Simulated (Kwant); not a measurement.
Model system: quantum point contact (saddle potential) in a InAs two-dimensional gas. Effective mass 0.023 mₑ, grid spacing 5 nm, hard walls, nominal width 100 nm (19 grid rows, so walls 100 nm apart), one parabolic valley, scattering region 300 nm long along x; energies count from the band bottom; Fermi energy 0.0276 eV. Potential (V0 + ½k y²) cos²(πx/L) for |x| < L/2, with V0 swept from 0.02898 to 0 eV, k = 0.00013 eV/nm², L = 220 nm.

The device is made up for the run: typed textbook-type constants, with dimensions and the other settings drawn at random.

Model: effective-mass tight-binding model on a square grid, one spin, coherent transport at 0 K (Kwant). Conductance is in e²/h.

Task: Compare with the saddle-point formula G = Σ 1/(1 + exp(−2π(E − V0 − ħωy(n + ½))/ħωx)), taking ħωy = ħ√(k/m) and ħωx from the curvature along x of V0 plus half of the mode's confinement energy.

Result: ħωy = 20.8 meV; at V0 = 23.5 meV the lowest mode has ħωx = 6.23 meV.

```tsv
V0 (meV)	formula	simulation
27.3	7.1e-5	5.8e-5
23.5	0.0017	0.0017
19.7	0.062	0.068
16.0	0.82	0.84
12.2	1.00	1.00
8.40	1.00	1.00
```

The formula takes a parabolic saddle in the continuum; the run has the full potential on a grid.
